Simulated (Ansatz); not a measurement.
**Worked example: self-consistent single point of MgB2 (P6/mmm, 3 atoms in the cell) in Ansatz (a program for electronic structure)**

Method of the run: PBE (plane waves, PAW; Ansatz).

Input:

Ansatz 0.2 input:
```yaml
# MgB2
crystal:
  lattice:
    - [1.54500000, -2.67601850, 0.00000000]
    - [1.54500000, 2.67601850, 0.00000000]
    - [0.00000000, 0.00000000, 3.52000000]
  atoms:
    - { symbol: Mg, position: [0.00000000, 0.00000000, 0.00000000] }
    - { symbol: B, position: [0.33333333, 0.66666667, 0.50000000] }
    - { symbol: B, position: [0.66666667, 0.33333333, 0.50000000] }
kpoints:
  mp_grid: { grid: [12, 12, 9] }
hamiltonian:
  xc: pbe
  pseudopotentials: { kind: paw }
scf:
  occupations: { method: fermi_dirac, width: 0.05 }
output:
  forces: true
  eigenvalues: true
  stress: true
```

Log, with long lists cut:

```
WARN basis.ecutwfc = 420 eV, the default
Pseudopotentials: kind: paw
Pseudopotential: Mg, paw, valence charge 10
Pseudopotential: B, paw, valence charge 3
Crystal: 3 atoms, lattice volume = 29.107 Å³
Basis set: ecut = 420 eV, 563 PW (Γ), exchange–correlation on 48×48×48 points (8 copies of the dense FFT grid, shifted against one another)
Bands: 12, of which v1, the nominal top of the filled ones, is band 8 counted from 1 (7 counted from 0)
Symmetry: 24 space group operations
Space group: P6/mmm (ITA 191), of the structure as read, at distance tolerance 3.1e-5 Å
k-points: 95 of 1296
Initial density: superposition of atomic densities (neutral atoms: chi_scale 0, normalization atom), corrected by the library's trained network
Initial wavefunctions: pseudopotential atomic-orbital guess
Eigensolver: davidson
Functional: x = pbe(κ = 0.804, μ = 0.2195149727645171), c = pbe(β = 0.06672455060314922)
SCF iter   1: F=—  HF=-2236.025464 eV  |F-HF|=—  |Δ(HF+E_count)|=         —  Δρ=1.27e-3  dr2=3.41e-4  ethr=1.77e-3  ⟨swp⟩=5.3  Hψ=6126  notcnv=0
all-band conjugate gradients solve this SCF's bands
preconditioner: auto → none
SCF iter   2: F=—  HF=-2236.026240 eV  |F-HF|=—  |Δ(HF+E_count)|=   7.76e-4  Δρ=7.97e-4  dr2=1.61e-4  ethr=2.13e-6  ⟨swp⟩=2.4  Hψ=2652  notcnv=0
SCF iter   3: F=—  HF=-2236.026276 eV  |F-HF|=—  |Δ(HF+E_count)|=   3.60e-5  Δρ=3.23e-4  dr2=1.81e-5  ethr=1.01e-6  ⟨swp⟩=2.0  Hψ=1792  notcnv=0
SCF iter   4: F=—  HF=-2236.026290 eV  |F-HF|=—  |Δ(HF+E_count)|=   1.42e-5  Δρ=1.04e-4  dr2=1.28e-6  ethr=1.13e-7  ⟨swp⟩=2.1  Hψ=1808  notcnv=0
SCF iter   5: F=—  HF=-2236.026289 eV  |F-HF|=—  |Δ(HF+E_count)|=   6.37e-7  Δρ=3.19e-5  dr2=1.18e-7  ethr=8.00e-9  ⟨swp⟩=2.2  Hψ=1800  notcnv=0
SCF iter   6: F=-2236.026289 eV  HF=-2236.026289 eV  |F-HF|=1.26e-8  |Δ(HF+E_count)|=   8.81e-8  Δρ=7.68e-6  dr2=8.08e-9  ethr=6.25e-10  ⟨swp⟩=5.0  Hψ=5010  notcnv=0
SCF 1 converged in 6 iterations: F = -2236.026289 eV  dr2 = 8.08e-9
SCF converged after 6 iterations
Free energy (F): -2236.026289 eV
Harris-Foulkes:  -2236.026289 eV  (|F-HF|=1.26e-8)
Internal energy: -2236.022056 eV  (E = F + TS)
E sigma→0 (E₀):  -2236.024172 eV
Entropy (-TS):   -0.004234 eV (-1.411 meV/atom)
Fermi energy:    9.159772 eV
--- Per-component energies (eV) ---
  E_band       = -293.937266
  E_kinetic    = 173.407061
  E_local      = -1522.291509  (includes V_loc(G=0)·N_el)
  E_nonlocal   = 118.050398
  E_hartree    = 541.890971
  E_xc         = -94.027428
  E_vxc        = -114.756071  (∫ρ·V_xc dr)
  E_paw        = -448.976487  (= ΣΔE_a)
  E_vpaw       = -32.131253  (= ΣTr[D̂ρ^β])
  E_aug_tail   = -0.000013  (compensation charges beyond the density's cutoff)
  E_ewald      = -1004.075050
  E_smearing   = -0.004234  (= −TS)
  E_closure    = 0.000000  (closes the sum)
  Σ components = -2236.026289   (vs F -2236.026289, Δ=0.00e0)
--- Forces (eV/Å), atoms counted from 1 ---
  atom   1  Mg     0.00000000     0.00000000     0.00000000
   [... zero for the other atoms too ...]
  max |Σ_I F_I| component: 1.11e-16 eV/Å
--- Stress (GPa, compression-positive) ---
       -1.979852       0.000000       0.000000
        0.000000      -1.979852       0.000000
        0.000000       0.000000      -0.523426
  P = ⅓ Tr σ = -1.4944 GPa (-14.944 kbar)
  The stress holds the Pulay correction. Without it, at fixed plane waves, as pw.x and ABINIT print it: P = -1.6734 GPa
--- Band table (eV; the first three rows and the last of 95) ---
  k-point 0: bands = ["-65.9631", "-32.7108", "-32.7108", "-32.6982", "-3.2015", "6.3003", "9.5330", "9.5330", "10.8955", "15.4556", "15.4556", "17.1907"]
  k-point 1: bands = ["-65.9631", "-32.7107", "-32.7107", "-32.6991", "-3.0948", "5.5024", "9.5739", "9.5739", "11.9431", "15.4915", "15.4915", "17.1790"]
  k-point 2: bands = ["-65.9630", "-32.7106", "-32.7106", "-32.7013", "-2.7907", "4.0700", "9.6807", "9.6807", "14.1186", "15.5862", "15.5862", "17.1488"]
  k-point 94: bands = ["-65.9592", "-32.7369", "-32.7369", "-32.6983", "2.7871", "2.7871", "4.0169", "7.2969", "7.2969", "12.8440", "20.7639", "20.9016"]
```

The run converged in 6 iterations.

The starting cell has typed, rounded lattice constants, without a prior relaxation at this level. Ansatz's pressure includes its estimate of the finite-basis (Pulay) stress.
